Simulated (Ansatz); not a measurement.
# CuI, response to strain

Consider CuI in the zinc blende structure (space group F-43m, No. 216; a = 6.023 Å).

Strains are applied to the cell and any free atomic positions relax.

The values are results of DFT with r2SCAN, PAW potentials and a 500 eV plane-wave cutoff in Ansatz (a quantum-chemistry and plane-wave program), no spin-orbit coupling, not measurements.

Notes on the quantities. energy relative to the base: free energy F.

```tsv
isotropic strain (%)	energy relative to the base (meV/atom)
-3	34.3
-2.5	23.3
-2	?
-1.5	8.0
-1	3.5
-0.5	0.9
0	0.0
```

Q: Fit ΔE = Aε² + Bε³ (ε in %) to the rows shown and predict the withheld row.

A: Least squares on the printed values gives A = 3.32 and B = -0.16 meV/atom (largest residual 0.1 meV/atom); this predicts 14.6 meV/atom, and the run gives 14.6 meV/atom, in agreement.

Stability against distortions was not tested. The final runs are not spin-polarised.
